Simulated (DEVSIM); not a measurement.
System: Mo/TiO2/p-In0.53Ga0.47As capacitor, at 400 K.

| layer (left to right) | material | thickness (nm) | Na (cm⁻³) |
|---|---|---|---|
| 1 | TiO2 | 2.90 | - |
| 2 | In0.53Ga0.47As | 4600 | 1.5e16 |

Metal gate on the left, work function 4.6 eV. Fixed charge at the semiconductor interface 2.2e12 cm⁻² (in units of +e); no interface traps.

The device is made up for the run: typed textbook-type constants, with dimensions and the other settings drawn at random. Values at 300 K; Nc and Nv go as T^1.5, mobilities as T to minus their exponent, the gap by Varshni's rule with the affinity fixed.

| parameter | TiO2 | In0.53Ga0.47As |
|---|---|---|
| gap (eV) | 3.2 | 0.74 |
| affinity (eV) | 3.9 | 4.51 |
| permittivity | 60 | 13.9 |
| Nc (cm⁻³) | - | 2.1e17 |
| Nv (cm⁻³) | - | 7.7e18 |
| Varshni α (eV/K) | - | 0.00035 |
| Varshni β (K) | - | 190 |

DEVSIM, 1D Poisson equation in equilibrium, Boltzmann statistics, complete ionisation; no quantum confinement or tunnelling. Metal contacts follow the ideal Schottky-Mott rule: no Fermi-level pinning, no interface dipoles.

Question: Tabulate band edges, carrier densities and field at -0.2 V on the gate.

Answer: Energies count from the Fermi level of the right contact; mesh points crowd at the junctions.

```json
[
 {"x (μm)": "0.000", "Ec (eV)": "0.900", "Ev (eV)": "-2.300", "n (cm⁻³)": "< 1e2", "p (cm⁻³)": "< 1e2", "field (V/cm)": "-60000"},
 {"x (μm)": "0.0009372", "Ec (eV)": "0.894", "Ev (eV)": "-2.306", "n (cm⁻³)": "< 1e2", "p (cm⁻³)": "< 1e2", "field (V/cm)": "-60000"},
 {"x (μm)": "0.002011", "Ec (eV)": "0.888", "Ev (eV)": "-2.312", "n (cm⁻³)": "< 1e2", "p (cm⁻³)": "< 1e2", "field (V/cm)": "-60000"},
 {"x (μm)": "0.002940", "Ec (eV)": "0.272", "Ev (eV)": "-0.437", "n (cm⁻³)": "1.2e14", "p (cm⁻³)": "3.7e13", "field (V/cm)": "26000"},
 {"x (μm)": "0.005057", "Ec (eV)": "0.278", "Ev (eV)": "-0.432", "n (cm⁻³)": "1.0e14", "p (cm⁻³)": "4.3e13", "field (V/cm)": "26000"},
 {"x (μm)": "0.008973", "Ec (eV)": "0.288", "Ev (eV)": "-0.422", "n (cm⁻³)": "7.7e13", "p (cm⁻³)": "5.7e13", "field (V/cm)": "25000"},
 {"x (μm)": "0.01698", "Ec (eV)": "0.307", "Ev (eV)": "-0.403", "n (cm⁻³)": "4.4e13", "p (cm⁻³)": "1.0e14", "field (V/cm)": "23000"},
 {"x (μm)": "0.04387", "Ec (eV)": "0.362", "Ev (eV)": "-0.347", "n (cm⁻³)": "8.8e12", "p (cm⁻³)": "5.0e14", "field (V/cm)": "18000"},
 {"x (μm)": "0.09051", "Ec (eV)": "0.427", "Ev (eV)": "-0.282", "n (cm⁻³)": "1.3e12", "p (cm⁻³)": "3.3e15", "field (V/cm)": "10000"},
 {"x (μm)": "0.1953", "Ec (eV)": "0.474", "Ev (eV)": "-0.235", "n (cm⁻³)": "3.5e11", "p (cm⁻³)": "1.3e16", "field (V/cm)": "1300"},
 {"x (μm)": "0.4096", "Ec (eV)": "0.479", "Ev (eV)": "-0.230", "n (cm⁻³)": "3.0e11", "p (cm⁻³)": "1.5e16", "field (V/cm)": "≈ 0"},
 {"x (μm)": "1.129", "Ec (eV)": "0.479", "Ev (eV)": "-0.230", "n (cm⁻³)": "2.9e11", "p (cm⁻³)": "1.5e16", "field (V/cm)": "≈ 0"},
 {"x (μm)": "2.380", "Ec (eV)": "0.479", "Ev (eV)": "-0.230", "n (cm⁻³)": "2.9e11", "p (cm⁻³)": "1.5e16", "field (V/cm)": "≈ 0"},
 {"x (μm)": "3.549", "Ec (eV)": "0.479", "Ev (eV)": "-0.230", "n (cm⁻³)": "2.9e11", "p (cm⁻³)": "1.5e16", "field (V/cm)": "≈ 0"},
 {"x (μm)": "4.222", "Ec (eV)": "0.479", "Ev (eV)": "-0.230", "n (cm⁻³)": "2.9e11", "p (cm⁻³)": "1.5e16", "field (V/cm)": "≈ 0"},
 {"x (μm)": "4.423", "Ec (eV)": "0.479", "Ev (eV)": "-0.230", "n (cm⁻³)": "2.9e11", "p (cm⁻³)": "1.5e16", "field (V/cm)": "≈ 0"},
 {"x (μm)": "4.521", "Ec (eV)": "0.479", "Ev (eV)": "-0.230", "n (cm⁻³)": "2.9e11", "p (cm⁻³)": "1.5e16", "field (V/cm)": "≈ 0"},
 {"x (μm)": "4.565", "Ec (eV)": "0.479", "Ev (eV)": "-0.230", "n (cm⁻³)": "2.9e11", "p (cm⁻³)": "1.5e16", "field (V/cm)": "≈ 0"},
 {"x (μm)": "4.590", "Ec (eV)": "0.479", "Ev (eV)": "-0.230", "n (cm⁻³)": "2.9e11", "p (cm⁻³)": "1.5e16", "field (V/cm)": "≈ 0"},
 {"x (μm)": "4.598", "Ec (eV)": "0.479", "Ev (eV)": "-0.230", "n (cm⁻³)": "2.9e11", "p (cm⁻³)": "1.5e16", "field (V/cm)": "≈ 0"},
 {"x (μm)": "4.601", "Ec (eV)": "0.479", "Ev (eV)": "-0.230", "n (cm⁻³)": "2.9e11", "p (cm⁻³)": "1.5e16", "field (V/cm)": "≈ 0"},
 {"x (μm)": "4.603", "Ec (eV)": "0.479", "Ev (eV)": "-0.230", "n (cm⁻³)": "2.9e11", "p (cm⁻³)": "1.5e16", "field (V/cm)": "≈ 0"}
]
```
